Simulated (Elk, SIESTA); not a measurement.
A SIESTA input for a self-consistent single point of Ba (Im-3m, 1 atom in the cell) (DFT, GGA PBE, numerical atomic orbitals DZP, PseudoDojo PBE standard norm-conserving potentials (rewritten from UPF to PSML)):

```
# files in the folder: Ba.psml (PseudoDojo PBE standard)
SystemName  Ba
SystemLabel Ba

NumberOfAtoms                1
NumberOfSpecies              1
%block ChemicalSpeciesLabel
  1 56 Ba
%endblock ChemicalSpeciesLabel
LatticeConstant              1.0 Ang
%block LatticeVectors
    -2.457832000    2.457832000    2.457832000
     2.457832000   -2.457832000    2.457832000
     2.457832000    2.457832000   -2.457832000
%endblock LatticeVectors
AtomicCoordinatesFormat      Fractional
%block AtomicCoordinatesAndAtomicSpecies
     0.000000000    0.000000000    0.000000000  1
%endblock AtomicCoordinatesAndAtomicSpecies

XC.functional                GGA
XC.authors                   PBE
PAO.BasisSize                DZP
PAO.EnergyShift              0.01 Ry
MeshCutoff                   400 Ry
%block kgrid.MonkhorstPack
    8   0   0  0.0
    0   8   0  0.0
    0   0   8  0.0
%endblock kgrid.MonkhorstPack
OccupationFunction           MP
OccupationMPOrder            0
ElectronicTemperature        100.0 meV

MaxSCFIterations             150
SCF.Mixer.Method             Pulay
SCF.Mixer.Weight             0.2
SCF.Mixer.History            6
SCF.DM.Tolerance             1.0E-04
Diag.ParallelOverK           true
WriteForces                  true
Charge.Mulliken              end
```

**Question.** Translate this input to Elk.

**Answer.** This is the input that was run; spellings and numerical settings could be chosen otherwise.

```
tasks
  0

xctype
  20

rgkmax
  7.5

gmaxvr
  14.0

nxlo
  2

lorbcnd
  .true.

lmaxi
  3

stype
  0

swidth
  0.00367493

maxscl
  100

scale
  1.889726125

avec
   -2.4578320000    2.4578320000    2.4578320000
    2.4578320000   -2.4578320000    2.4578320000
    2.4578320000    2.4578320000   -2.4578320000

atoms
  1
  'Ba.in'
  1
  0.0000000000  0.0000000000  0.0000000000    0.0 0.0 0.0

ngridk
  8 8 8
```

Basis, cutoffs, solver keys and any potentials are the target program's own. This input uses DFT, PBE, all-electron FP-LAPW, Elk's shipped species files, APW+lo basis with extra local orbitals.

The starting cell has typed, rounded lattice constants, without a prior relaxation at this level. Its lattice was rescaled by a random factor within 2.5 % of one. For this run, on top of that: lattice scaled by 0.98.
